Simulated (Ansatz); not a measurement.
Ta$_{3}$Ru (Fm-3m), PBEsol, DFPT electron-phonon coupling, linearised Boltzmann equation in Ansatz (a first-principles code): phonon-limited resistivity 8.70 μΩ·cm at 300 K, 11.9 μΩ·cm at 400 K, current-weighted mean free path 12.9 nm, Drude plasma energy 5.82 eV.

Problem. Estimate the resistivity of a 80 nm square wire with diffuse walls from ρ ≈ ρ₀(1 + 3ℓ/4d).

Solution. 1 + 0.75 × 12.9/80 = 1.12, so ρ ≈ 9.75 μΩ·cm and a line 1 μm long has 15.2 Ω. The formula is the free-electron limit for d well above ℓ; grain boundaries add to it.

Problem. What is the classical skin depth at 100 GHz (nonmagnetic, μ₀ = 1.257×10⁻⁶ H/m)?

Solution. δ = √(ρ/(π f μ₀)) = 469 nm.

Problem. What temperature coefficient of resistance follows, and how does it compare with 1/T?

Solution. (ρ₄₀₀ − ρ₃₀₀)/(100 K × ρ₃₀₀) = 3.68×10⁻³ K⁻¹, against 1/T = 3.33×10⁻³ K⁻¹ for a resistivity proportional to T. It lies higher because phonons are still being populated at 300 K; impurities would add a constant and lower it.

A metal at this level (no band gap). Only scattering by harmonic phonons is included (no impurities, grain boundaries, electron-electron scattering or thermal expansion). Spin-orbit coupling is left out, which matters with elements this heavy. Halving the electron mesh (24x24x24) moves the resistivity by up to 3 % at 300 K, the mean free path by up to 4 %. Smearing 0.20 eV; phonons on a 4x4x4 q mesh, which this run doesn't test.

Computed structure with no diffraction record at hand here (it may be known, metastable or hypothetical): Ta3Ru (Fm-3m).
